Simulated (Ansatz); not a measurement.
# How the band gap of CsCu₂I₃ (Cmcm, No. 63; start COD 7246302) moves with the method

No measured value is used here.

| level (code) | value (eV) |
|---|---|
| LDA (Ansatz) | … |
| PBEsol (Ansatz) | 1.87 |
| r²SCAN (Ansatz) | 2.50 |

Task: Complete the blanks.

Result: 
- LDA (Ansatz, a first-principles code), value (eV): 1.78

Computed values are for a static lattice. Levels without +SOC have no spin–orbit coupling; where heavier elements are present it shifts gaps, mostly down, and can invert bands.  Values are at the measured cell. Cutoffs differ between the levels. Ansatz's density-functional and Hartree–Fock values are scalar-relativistic unless marked +SOC, with PAW data made under PBE.
